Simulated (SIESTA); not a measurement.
Worked example: self-consistent single point of Ag (P6_3/mmc, 2 atoms in the cell) in SIESTA.

Computed with GGA PBEsol, numerical atomic orbitals DZP, PseudoDojo PBEsol standard norm-conserving potentials (rewritten from UPF to PSML) (SIESTA).

```
CELL_PARAMETERS angstrom
      2.93000     0.00000     0.00000
     -1.46500     2.53745     0.00000
      0.00000     0.00000     4.79000
ATOMIC_POSITIONS crystal
  Ag 0.33333 0.66667 0.25000
  Ag 0.66667 0.33333 0.75000
```

Reference input (self-consistent single point, DFT, GGA PBEsol, numerical atomic orbitals DZP, PseudoDojo PBEsol standard norm-conserving potentials (rewritten from UPF to PSML)): XC.functional = GGA; XC.authors = PBEsol; potentials = PseudoDojo PBEsol standard; PAO.BasisSize = DZP; PAO.EnergyShift = 0.01 Ry; MeshCutoff = 350 Ry; kgrid.MonkhorstPack = 10 10 6; OccupationFunction = FD; ElectronicTemperature = 1160.45 K; MaxSCFIterations = 150; SCF.Mixer.Method = Pulay; SCF.Mixer.Weight = 0.25. This run's input differs from it in these lines:

```diff
@@ -27,5 +27,5 @@
 %block kgrid.MonkhorstPack
-   10   0   0  0.0
-    0  10   0  0.0
-    0   0   6  0.0
+   14   0   0  0.0
+    0  14   0  0.0
+    0   0   8  0.0
 %endblock kgrid.MonkhorstPack
```

Output (repeated stretches shortened):

```
        iscf     Eharris(eV)        E_KS(eV)     FreeEng(eV)     dDmax    Ef(eV) dHmax(eV)
   scf:    1    -8397.608422    -8418.060645    -8418.089789  1.261249 -0.457069 13.672792
   scf:    2    -8432.453445    -8426.712387    -8426.736550  0.739326 -1.755285  4.322097
   scf:    3    -8428.003480    -8427.594496    -8427.613900  0.234740 -2.179242  0.333818
   scf:    4    -8427.574242    -8427.590531    -8427.609434  0.030657 -2.294520  0.373731
   scf:    5    -8427.600181    -8427.597876    -8427.617207  0.029182 -2.289563  0.014528
   scf:    6    -8427.597903    -8427.597890    -8427.617212  0.000681 -2.287467  0.014342
   scf:    7    -8427.597927    -8427.597910    -8427.617221  0.000611 -2.288734  0.002870
   scf:    8    -8427.597917    -8427.597914    -8427.617222  0.000180 -2.288957  0.000028
mix: Pulay -- inversion failed, > SVD [rank/size] 3 / 5
   scf:    9    -8427.597914    -8427.597914    -8427.617222  0.000002 -2.288960  0.000000
SCF Convergence by DM+H criterion
max |DM_out - DM_in|         :     0.0000018165
max |H_out - H_in|      (eV) :     0.0000001553
SCF cycle converged after 9 iterations

Using DM_out to compute the final energy and forces

siesta: E_KS(eV) =            -8427.5979

siesta: E_KS - E_eggbox =     -8427.5979

siesta: Atomic forces (eV/Ang):
     1    0.000020   -0.000011    0.000000
     2   -0.000020    0.000012    0.000000
   Tot   -0.000000    0.000000    0.000000
   Max    0.000020
   Res    0.000013    sqrt( Sum f_i^2 / 3N )
   Max    0.000020    constrained

Stress tensor Voigt[x,y,z,yz,xz,xy] (kbar):       72.30       72.49       82.12        0.00        0.00        0.17
(Free)E + p*V (eV/cell)    -8429.2984
Target enthalpy (eV/cell)    -8427.6172

siesta: Program's energy decomposition (eV):
siesta: FreeEng =     -8427.617222

   [... lines left out ...]
siesta:     0.045126    0.000103    0.000000
siesta:     0.000103    0.045245    0.000000
siesta:     0.000000    0.000000    0.051254

siesta: Cell volume =         35.612406 Ang**3

siesta: Pressure (static):
siesta:                Solid            Molecule  Units
siesta:          -0.00051416         -0.00051416  Ry/Bohr**3
siesta:          -0.04720809         -0.04720773  eV/Ang**3
siesta:         -75.63569320        -75.63511429  kBar
```

The run converged in 9 iterations. Against the reference run the free energy falls by 3.4 meV/atom and the pressure goes from -7.46 to -7.56 GPa.

The starting cell comes from a database of published, mostly measured structures (it also holds non-ambient and calculated ones), without a prior relaxation at this level. Values carry the incompleteness of an atom-centred basis. With a pressure of about -8 GPa the cell is away from its equilibrium volume at this level.

Cost on one core of a shared machine: roughly 30 s.
